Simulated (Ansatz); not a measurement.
The starting structures come from a database of crystals and need not be the phases stable at ambient conditions.

Inside the gap of an insulator the Bloch states are evanescent, with a wavenumber k + iκ along the transport direction.

Input:

```
Ga2HgTe4
1.0
    6.20322     0.00000     0.00000
    0.00000     6.20322     0.00000
    3.10161    -3.10161     5.95895
Ga Hg Te
2 1 4
Direct
  0.50000   0.50000   0.00000
  0.75000   0.75000   0.50000
  0.00000   0.00000   0.00000
  0.39206   0.13692   0.72438
  0.13692   0.88356   0.27562
  0.88356   0.58746   0.72438
  0.58746   0.39206   0.27562
```

The cell is taken as given.

Transport runs along the normal of the first two printed cell vectors, the (001) plane of the conventional cell.

No gap correction and no spin-orbit coupling; mid-gap is the computed energy nearest the middle.

Q: Predict the band gap and the smallest decay constant κ at mid-gap from r2SCAN in Ansatz (an electronic-structure program).

A: Gap 1.11 eV on a 6×6×6 mesh; κ = 0.117 1/Å, at the zone centre.
